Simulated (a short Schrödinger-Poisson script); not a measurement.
Gated Al0.25Ga0.75As/GaAs δ-doped gas

Structure: gated Al0.25Ga0.75As/GaAs δ-doped gas, at 20 K.

| layer | material | thickness (nm) | Na (cm⁻³) |
|---|---|---|---|
| 1 | Al0.25Ga0.75As | 15 | - |
| 2 | Al0.25Ga0.75As | 40 | - |
| 3 | GaAs | 6000 | 3e14 |

The device is made up for the run: typed textbook-type constants, with dimensions and the other settings drawn at random. Al0.25Ga0.75As: permittivity 12.19, conduction-band edge (eV) 0.198, gap (eV) 1.736, electron mass (mₑ) 0.0878, Nv at 300 K (cm⁻³) 9e18. GaAs: permittivity 12.9, conduction-band edge (eV) 0, gap (eV) 1.424, Nv at 300 K (cm⁻³) 9e18.

Channel valleys (confinement mass, in-plane density-of-states mass, number): Γ 0.067, 0.067, 1. At the gate the conduction-band edge of layer 1 lies 0.95 eV − eVg above the Fermi level of the channel; the field vanishes at the back. Sheet of ionised δ-doping: +2.3e12 e/cm² at 15 nm from the gate. The barrier under the gate holds no holes. Gaps are held at their typed values at every temperature. Mesh 0.08 nm at interfaces.

Solved with a short Schrödinger-Poisson script written for these runs: 1D Poisson equation in equilibrium, electrons quantum, Hartree plus LDA exchange-correlation (BenDaniel-Duke, 40 states a valley, the channel's in-plane mass for all, wave functions free to enter the barrier), parabolic valleys, classical holes, full ionisation, no traps, pinning or gate leakage.

```
Vg (V)  electrons (cm⁻²)  in the channel layer  C (μF/cm²)  Γ E0 (meV)  Γ E1 (meV)
------  ----------------  --------------------  ----------  ----------  ----------
0.5              1.97e11               1.95e11       0.176        -7.0        14.2
0.4              8.79e10               8.71e10       0.174        -2.8        15.9
```

Gate voltages with under 1e6 electrons/cm² are left out.

Subbands count from the Fermi level.
